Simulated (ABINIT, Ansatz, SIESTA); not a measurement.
## Code comparison for MgWF6 (R-3, 8 atoms in the cell)

Self-consistent single point.

```xyz
8
Lattice="2.5697 1.4836 4.6580 -2.5697 1.4836 4.6580 0.0000 -2.9672 4.6580" Properties=species:S:1:pos:R:3 pbc="T T T"
Mg     0.0000     0.0000     6.9870
W      0.0000     0.0000     0.0000
F     -1.0009    -1.2617     8.1314
F      1.0009     1.2617     5.8426
F      1.5932    -0.2360     8.1314
F     -1.5932     0.2360     5.8426
F     -0.5922     1.4977     8.1314
F      0.5922    -1.4977     5.8426
```
Moments meant for the start (each program seeds them in its own way; μB, in the order of the atoms Mg W F F F F F F): 0.0 1.0 0.0 0.0 0.0 0.0 0.0 0.0.

Shared settings, as Ansatz (an electronic-structure program) writes them: kpoints.mp_grid.grid = 3 3 3; scf.occupations.method = fermi_dirac; scf.occupations.width = 0.01 eV. Potentials and cutoffs stand in the table.

| code | model | pressure (GPa) | largest force (eV/Å) | size of the net moment (μB/atom) | cutoff |
|---|---|---|---|---|---|
| ABINIT | LDA (PW92), norm-conserving pseudopotentials (PseudoDojo nc-sr-04 LDA standard) | -6.05 | 0.587 | 0.25 | 42 Ha |
| SIESTA | LDA PW92, numerical atomic orbitals TZP, PseudoDojo LDA standard norm-conserving potentials (rewritten from UPF to PSML) | -5.38 | 0.270 | 0.25 | grid 300 Ry |
| Ansatz | LDA (PW92), default PAW files made with PBE | -6.41 | 0.500 | 0.25 | default |

On Ansatz's run: spin-orbit coupling is off. With one magnetic atom in the cell only a parallel order is possible.

The spread over the programs that give each value: pressure within 1.03 GPa; largest force within 0.317 eV/Å; size of the net moment within 0.00 μB/atom.

SIESTA uses small atom-centred bases, whose incompleteness enters pressures, forces and empty levels differently from a plane-wave cutoff. Ansatz's pressure is given at a fixed set of plane waves, as the other plane-wave codes print theirs; with its correction for the finite basis it is -5.48 GPa (the shift of 0.93 GPa shows how far the cutoff is from converged). In the force vectors, SIESTA (by 0.278) lies more than 0.08 eV/Å from the median of the plane-wave programs.

The shared mesh is coarse (it stands for a supercell whose shortest vector is 15 Å), so the values are not converged in it.

The starting cell comes from a database of computed structures (which also holds hypothetical and non-ambient phases and stackings), without a prior relaxation at this level.

Keys are those of Ansatz 0.2.
